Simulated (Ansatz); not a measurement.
WAg (model structure, Cmcm, No. 63, 4 atoms in the cell) was calculated with PBE (Ansatz, a first-principles code, PAW).

Settings: plane-wave cutoff 520 eV, 18×18×14 k mesh (along the axes of the cell as run), Fermi–Dirac smearing 0.05 eV, no spin polarisation, scalar-relativistic PAW data made under PBE.

Cell (relaxed at this level):

Space group Cmcm (No. 63); a = 2.718 Å, b = 11.104 Å, c = 4.524 Å, α = 90.00°, β = 90.00°, γ = 90.00°

```
atom  site  symmetry       x       y       z
----  ----  --------  ------  ------  ------
Ag      4c       m2m  0.0000  0.3149  0.2500
W       4c       m2m  0.0000  0.0579  0.2500
```
(The calculation used a cell of 4 atoms; values per cell refer to that cell.)

Predict the bulk modulus.


* **bulk modulus**: 171 GPa

Note: the run has no spin polarisation, so it can have missed a magnetic state; the bulk modulus is −V dP/dV from two relaxed cells at ±2 % in volume; the relaxation could raise the start's symmetry but not lower it, so the cell can be a saddle point.

Spin–orbit coupling is not included.

It cost very roughly 17 core-minutes of CPU time.

A model structure was made by putting elements into a prototype or built by hand; it is no filed structure, need not be a known phase, and can be a saddle point held by its symmetry.
